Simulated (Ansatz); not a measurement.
Pressure series in ZnO

Consider ZnO (space group P4_2/mnm, No. 136; a = 5.516 Å, c = 3.240 Å; a cell from a computed database, its experimental status unchecked).

Cell and atoms are relaxed at each pressure.

Levels (all Ansatz, a program for electronic structure, PAW): PBEsol (420 eV, no spin-orbit coupling); HSE06 (420 eV, spin-orbit coupling left out).

Band gaps by level, all at the geometries relaxed with PBEsol:

| case | PBEsol | HSE06 |
|---|---|---|
| base | 0.70 eV | 2.53 eV |
| pressure −2 GPa | 0.68 eV | ___ |
| pressure −1 GPa | 0.69 eV | ___ |
| pressure 0.3 GPa | 0.71 eV | 2.53 eV |
| pressure 0.7 GPa | 0.71 eV | ___ |
| pressure 3 GPa | 0.74 eV | ___ |
| pressure 5 GPa | 0.77 eV | 2.62 eV |
| pressure 7.5 GPa | 0.82 eV | 2.67 eV |

Task: Some entries are withheld; estimate them.

Result: 
- pressure −2 GPa, HSE06: 2.49 eV
- pressure −1 GPa, HSE06: 2.51 eV
- pressure 0.7 GPa, HSE06: 2.54 eV
- pressure 3 GPa, HSE06: 2.58 eV

Single points use the geometry relaxed with PBEsol. Load acts through the strain it causes; cell and atoms are relaxed under it. Whether these cells are dynamically stable was not tested. No other phases were tried under pressure. This is not the structure that ZnO has at room temperature and ambient pressure.
